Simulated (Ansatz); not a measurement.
Take CdS in the zinc blende structure (space group F-43m, No. 216; a = 5.825 Å) as the base. Axes: x, y, z lie along the cube axes.

All numbers come from Ansatz (a program for electronic structure) PBEsol, spin-orbit coupling left out, earlier PAW set.

Strains are applied to the cell and any free atomic positions relax.

One change was made to it. Results:

The band gap falls by 0.14 eV to 0.87 eV; the energy rises by 6.9 meV/atom.

Task: Name the change that was made.
A) isotropic strain +1.32 %
B) strain tensor (xx, yy, zz, yz, xz, xy) = (+0.82, +2.47, +0.11, +0.58, −1.01, +0.26) %
C) uniaxial strain ε_yy = +2.57 %

Result: B, strain tensor (xx, yy, zz, yz, xz, xy) = (+0.82, +2.47, +0.11, +0.58, −1.01, +0.26) %. For comparison, the band gap in the other runs: isotropic strain +1.32 % gives 0.93 eV; uniaxial strain ε_yy = +2.57 % gives 0.93 eV.

Whether these cells are dynamically stable was not tested.
